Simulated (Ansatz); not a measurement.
Given:

```yaml
crystal:
  lattice:
    - [0.00000, 2.75367, 2.75367]
    - [2.75367, 0.00000, 2.75367]
    - [2.75367, 2.75367, 0.00000]
  atoms:
    - { symbol: P, position: [0.25000, 0.25000, 0.25000] }
    - { symbol: Al, position: [0.00000, 0.00000, 0.00000] }
```

No spin polarisation.

0.0835 electrons added to each cell, a density of 2.0×10^21 cm⁻³, with a uniform compensating background at fixed cell and a 300 K Fermi–Dirac width.

Method: Ansatz (an electronic-structure program) PBE, spin-orbit coupling left out, earlier PAW set. Settings: 24×24×24 k-points, 0.0259 eV Fermi–Dirac smearing.

### Question
Predict the Fermi level from band edge and gap character.

### Answer
- Fermi level relative to the doped band's edge (positive inside the band; to 0.05 eV) = +0.55 eV
- Gap character = indirect, Γ → X

Charged cell with a jellium background: band edges are those of the host's band count, energies are not comparable with the neutral cell, and many-body gap narrowing is missing. No phonon test of stability was made. The cell was made from AlP in the zinc blende structure (space group F-43m, No. 216) by this change: electrons 2.0×10^21 cm⁻³.
